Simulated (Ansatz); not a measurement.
NbRh3 (model structure, started from the A15 type, Pm-3n, No. 223, 8 atoms in the cell) was calculated with LDA in Ansatz (PAW).

Settings: plane-wave cutoff 520 eV, 12×12×12 k mesh, Fermi–Dirac smearing 0.05 eV, no spin polarisation, scalar-relativistic PAW data made under PBE.

Cell (relaxed at this level):

```cif
data_Nb2Rh6
_chemical_formula_sum 'Rh6 Nb2'
_space_group_name_H-M_alt 'Pm-3n'
_space_group_IT_number 223
_space_group_name_Hall '-P 4n 2 3'
_cell_length_a 4.87643
_cell_length_b 4.87643
_cell_length_c 4.87643
_cell_angle_alpha 90.000
_cell_angle_beta 90.000
_cell_angle_gamma 90.000
loop_
_atom_site_label
_atom_site_type_symbol
_atom_site_symmetry_multiplicity
_atom_site_Wyckoff_symbol
_atom_site_fract_x
_atom_site_fract_y
_atom_site_fract_z
_atom_site_occupancy
Rh1 Rh 6 c 0.00000 0.50000 0.25000 1
Nb1 Nb 2 a 0.00000 0.00000 0.00000 1
```

Problem. Estimate the bulk modulus that the calculation returns.

Solution. 
bulk modulus: 273 GPa

Note: the run has no spin polarisation, so it can have missed a magnetic state; the bulk modulus is −V dP/dV from two relaxed cells at ±2 % in volume; the relaxation could raise the start's symmetry but not lower it, so the cell can be a saddle point.

Static lattice: no zero-point or thermal effects.

A model structure was made by putting elements into a prototype or built by hand; it is no filed structure, need not be a known phase, and can be a saddle point held by its symmetry.

Ansatz is a quantum-chemistry and plane-wave program.
